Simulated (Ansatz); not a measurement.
# O on the 1x1 (110) surface of bcc W, one in a 3x3 cell, started at the site 'hollow W-W-W'

All values below come from PBE (plane waves to 420 eV, PAW; Ansatz, an electronic-structure program).

Set-up: 37 atoms, 6.6 Å thick at the start under the adsorbate (thin: gaps and levels are the slab's own); mesh 4x4x1; 0.1 eV smearing; dipole correction on; 18 atoms held, the rest relaxed; start symmetry kept, larger cells not searched; no spin, no spin-orbit, no U, no dispersion correction. At the end it is bonded to 3 W. In PBE it is, or lies within 0.03 eV of, the lowest of the starts that converged.

```json
{
 "adsorption energy against ½ O2(g)": "-394 kJ/mol",
 "work_function_of_the_top_face": "4.84 eV",
 "change_of_the_work_function": "0.017 eV",
 "change_of_the_step_from_the_bottom_to_the_top_vacuum_level_against_the_clean_slab": "0.019 eV",
 "energy_released_by_relaxation": "1.08 eV",
 "height of the binding atom over the mean of the host atoms within 0.3 Å of the top one": "122.3 pm",
 "nearest_host_atoms_of_the_binding_atom": "W at 2.05 Å, W at 2.08 Å, W at 2.08 Å",
 "largest_move_of_a_host_atom": "0.09 Å",
 "cost": "roughly 24 core-minutes"
}
```

A negative adsorption energy means that the adsorbate is more stable on the surface than in its reference.
